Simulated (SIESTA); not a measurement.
# SIESTA run on a (110) slab of CdPd2O3 (cut from a parent of space group no. 123; 24 atoms in the cell): self-consistent single point

Level of theory: GGA PBE, numerical atomic orbitals DZP, PseudoDojo PBE standard norm-conserving potentials (rewritten from UPF to PSML) in SIESTA 5.4.2.

The input file:

```
# files in the folder: Cd.psml Pd.psml O.psml (PseudoDojo PBE standard)
SystemName  CdPd2O3
SystemLabel siesta

NumberOfAtoms                24
NumberOfSpecies              3
%block ChemicalSpeciesLabel
  1 48 Cd
  2 46 Pd
  3 8 O
%endblock ChemicalSpeciesLabel
LatticeConstant              4.244879 Ang
%block LatticeVectors
     1.000000000    0.000000000    0.000000000
     0.000000000    1.549505887    0.000000000
     0.000000000    0.000000000    5.053124011
%endblock LatticeVectors
AtomicCoordinatesFormat      Bohr
%block AtomicCoordinatesAndAtomicSpecies
     0.000000000    5.988323845   12.539652176  1
     0.000000000   12.203127567   18.721721209  1
     0.000000000    5.988323845   24.903749708  1
     0.000000000   12.203127567   31.085818741  1
     4.010829371    9.095725706    9.448617659  2
     4.010829371    2.880921984    9.448617659  2
     4.010829371    2.880921984   15.630686693  2
     4.010829371    9.095725706   15.630686693  2
     4.010829371    9.095725706   21.812715191  2
     4.010829371    2.880921984   21.812715191  2
     4.010829371    2.880921984   27.994784225  2
     4.010829371    9.095725706   27.994784225  2
     0.000000000    9.095725706    9.448617659  3
     0.000000000    2.880921984    9.448617659  3
     4.010829371    5.988323845   12.539652176  3
     0.000000000    2.880921984   15.630686693  3
     0.000000000    9.095725706   15.630686693  3
     4.010829371   12.203127567   18.721721209  3
     0.000000000    9.095725706   21.812715191  3
     0.000000000    2.880921984   21.812715191  3
     4.010829371    5.988323845   24.903749708  3
     0.000000000    2.880921984   27.994784225  3
     0.000000000    9.095725706   27.994784225  3
     4.010829371   12.203127567   31.085818741  3
%endblock AtomicCoordinatesAndAtomicSpecies

XC.functional                GGA
XC.authors                   PBE
PAO.BasisSize                DZP
PAO.EnergyShift              0.01 Ry
MeshCutoff                   350 Ry
%block kgrid.MonkhorstPack
    5   0   0  0.0
    0   4   0  0.0
    0   0   1  0.0
%endblock kgrid.MonkhorstPack
OccupationFunction           FD
ElectronicTemperature        100.0 meV

MaxSCFIterations             150
SCF.Mixer.Method             Broyden
SCF.Mixer.Weight             0.1
SCF.Mixer.History            8
SCF.DM.Tolerance             1.0E-04
Diag.ParallelOverK           true
WriteForces                  true
```

The program printed (abridged):

```
reinit: Reading from file input.fdf

reinit: System Name: CdPd2O3
reinit: System Label: siesta

coor:   Atomic-coordinates input format  =     Cartesian coordinates
coor:                                            (in Bohr units)

siesta: Atomic coordinates (Bohr) and species
siesta:      0.00000   5.98832  12.53965  1        1
siesta:      0.00000  12.20313  18.72172  1        2
siesta:      0.00000   5.98832  24.90375  1        3
siesta:      0.00000  12.20313  31.08582  1        4
siesta:      4.01083   9.09573   9.44862  2        5
siesta:      4.01083   2.88092   9.44862  2        6
siesta:      4.01083   2.88092  15.63069  2        7
siesta:      4.01083   9.09573  15.63069  2        8
siesta:      4.01083   9.09573  21.81272  2        9
siesta:      4.01083   2.88092  21.81272  2       10
siesta:      4.01083   2.88092  27.99478  2       11
siesta:      4.01083   9.09573  27.99478  2       12
siesta:      0.00000   9.09573   9.44862  3       13
siesta:      0.00000   2.88092   9.44862  3       14
siesta:      4.01083   5.98832  12.53965  3       15
siesta:      0.00000   2.88092  15.63069  3       16
siesta:      0.00000   9.09573  15.63069  3       17
siesta:      4.01083  12.20313  18.72172  3       18
siesta:      0.00000   9.09573  21.81272  3       19
siesta:      0.00000   2.88092  21.81272  3       20
siesta:      4.01083   5.98832  24.90375  3       21
siesta:      0.00000   2.88092  27.99478  3       22
siesta:      0.00000   9.09573  27.99478  3       23
siesta:      4.01083  12.20313  31.08582  3       24

siesta: System type = slab

initatomlists: Number of atoms, orbitals, and projectors:     24   384   372

siesta: ******************** Simulation parameters ****************************
redata: Spin configuration                          = none
redata: Time-Reversal Symmetry                      = T
redata: Number of Atomic Species                    =        3
   [... lines left out ...]
diag: Parallel distribution                         =     1 x     1
diag: Used triangular part                          = Lower
diag: Absolute tolerance                            =  0.100E-15
diag: Orthogonalization factor                      =  0.100E-05
diag: Memory factor                                 =  1.0000

superc: Internal auxiliary supercell:     5 x     3 x     1  =      15
superc: Number of atoms, orbitals, and projectors:    360   5760   5580

                        Single-point calculation

superc: Internal auxiliary supercell:     5 x     3 x     1  =      15
superc: Number of atoms, orbitals, and projectors:    360   5760   5580

outcell: Unit cell vectors (Ang):
        4.244879    0.000000    0.000000
        0.000000    6.577465    0.000000
        0.000000    0.000000   21.449900

outcell: Cell vector modules (Ang)   :    4.244879    6.577465   21.449900
outcell: Cell angles (23,13,12) (deg):     90.0000     90.0000     90.0000
outcell: Cell volume (Ang**3)        :    598.8929
new_DM -- step:     1
Initializing Density Matrix...

Attempting to read DM from file... Failed...
DM filled with atomic data:

InitMesh: MESH = 48 x 80 x 250 = 960000
InitMesh: Mesh cutoff (required, used) =   350.000   353.390 Ry

stepf: Fermi-Dirac step function
        iscf     Eharris(eV)        E_KS(eV)     FreeEng(eV)     dDmax    Ef(eV) dHmax(eV)
   scf:    1   -53769.715939   -53877.452130   -53878.083296  1.478074 -4.900491 28.010405
   scf:    2   -51972.912797   -53313.381312   -53313.935703  0.660708 -4.643824121.995669
   scf:    3   -53877.573768   -53918.001978   -53918.799173  0.484457 -5.029300 16.333953
   scf:    4   -53836.047578   -53900.201240   -53900.943335  0.216567 -4.904684 25.895487
   scf:    5   -53923.203711   -53931.702839   -53932.512020  0.216650 -4.958650  9.016957
   scf:    6   -53934.074338   -53933.420323   -53934.217951  0.047332 -4.949702  5.984509
   [... 17 lines left out ...]
   scf:   24   -53935.087951   -53935.087989   -53935.897049  0.000306 -4.974872  0.002555
   scf:   25   -53935.087968   -53935.087979   -53935.897050  0.000202 -4.974959  0.002105
   scf:   26   -53935.087934   -53935.087956   -53935.897050  0.000083 -4.974945  0.001839
   scf:   27   -53935.087954   -53935.087955   -53935.897050  0.000036 -4.974956  0.001305
   scf:   28   -53935.087928   -53935.087942   -53935.897050  0.000061 -4.974957  0.000921
SCF Convergence by DM+H criterion
max |DM_out - DM_in|         :     0.0000613824
max |H_out - H_in|      (eV) :     0.0009212212
SCF cycle converged after 28 iterations

Using DM_out to compute the final energy and forces

siesta: E_KS(eV) =           -53935.0879

siesta: E_KS - E_eggbox =    -53935.0879

siesta: Atomic forces (eV/Ang):
     1    0.000000   -0.001217   -0.126350
     2   -0.000000   -0.002067    0.005708
     3   -0.000000   -0.001411   -0.064365
   [... 21 lines left out ...]
   Tot    0.000000   -0.025635    0.006145
   Max    1.179449
   Res    0.216351    sqrt( Sum f_i^2 / 3N )
   Max    1.179449    constrained

Stress tensor Voigt[x,y,z,yz,xz,xy] (kbar):       54.72       21.76       16.91        0.04       -0.00        0.00
(Free)E + p*V (eV/cell)   -53947.5344
Target enthalpy (eV/cell)   -53935.8971

siesta: Program's energy decomposition (eV):
siesta: Ebs     =     -8527.079331
siesta: Eions   =     74970.365847
siesta: Ena     =      9339.589324
siesta: Ekin    =     20185.343976
siesta: Enl     =      -100.629130
siesta: Eso     =         0.000000
siesta: Edftu   =         0.000000
siesta: DEna    =       179.678668
siesta: DUscf   =         8.666815
siesta: DUext   =         0.000000
siesta: Ex      =     -8096.162527
siesta: Ec      =      -481.209220
siesta: Exc     =     -8577.371747
siesta: Eharris =    -53935.087928
siesta: Etot    =    -53935.087942
siesta: FreeEng =    -53935.897050

siesta: Atomic forces (eV/Ang):
siesta:      1    0.000000   -0.001217   -0.126350
siesta:      2   -0.000000   -0.002067    0.005708
siesta:      3   -0.000000   -0.001411   -0.064365
siesta:      4   -0.000000   -0.000709   -0.307841
siesta:      5    0.000000    0.606639    0.089216
siesta:      6    0.000000   -0.607611    0.088939
siesta:      7    0.000000    0.082829   -0.140908
siesta:      8    0.000000   -0.082625   -0.139539
siesta:      9   -0.000000    0.038827   -0.030348
siesta:     10    0.000000   -0.039019   -0.029194
siesta:     11    0.000000   -0.212928    0.094075
siesta:     12    0.000000    0.213147    0.095331
siesta:     13   -0.000000   -0.111895   -0.050654
siesta:     14   -0.000000    0.109025   -0.053189
siesta:     15    0.000000   -0.004538    0.732407
siesta:     16    0.000000    0.021660   -0.012281
siesta:     17    0.000000   -0.022652   -0.012050
siesta:     18   -0.000000   -0.002242    0.031694
siesta:     19   -0.000000    0.010061   -0.014820
siesta:     20   -0.000000   -0.012758   -0.017499
siesta:     21    0.000000   -0.000402    0.330427
siesta:     22   -0.000000   -0.068593    0.358992
siesta:     23    0.000000    0.066422    0.357847
siesta:     24    0.000000   -0.003576   -1.179449
siesta: ----------------------------------------
siesta:    Tot    0.000000   -0.025635    0.006145

siesta: Stress tensor (static) (eV/Ang**3):
siesta:     0.034154   -0.000000   -0.000000
siesta:     0.000000    0.013583    0.000024
siesta:    -0.000000    0.000024    0.010557

siesta: Cell volume =        598.892856 Ang**3

siesta: Pressure (static):
siesta:                Solid            Molecule  Units
siesta:          -0.00021163         -0.00018706  Ry/Bohr**3
siesta:          -0.01943141         -0.01717525  eV/Ang**3
siesta:         -31.13255712        -27.51778951  kBar

siesta: Electric dipole (a.u.)  =    0.000000   -0.000000    1.248531
siesta: Electric dipole (Debye) =    0.000000   -0.000000    3.173450
```

The run converged in 28 iterations.

The starting cell comes from a database of computed structures (which also holds hypothetical and non-ambient phases and stackings), without a prior relaxation at this level. The slab is cut from that crystal, and its faces are unrelaxed. Its lattice was rescaled in the plane by a random factor within 2.5 % of one. Spin polarisation is off. Values carry the incompleteness of an atom-centred basis. Forces in this geometry exceed 1 eV/Å.

Cost on one core of a shared machine: roughly 4 min.
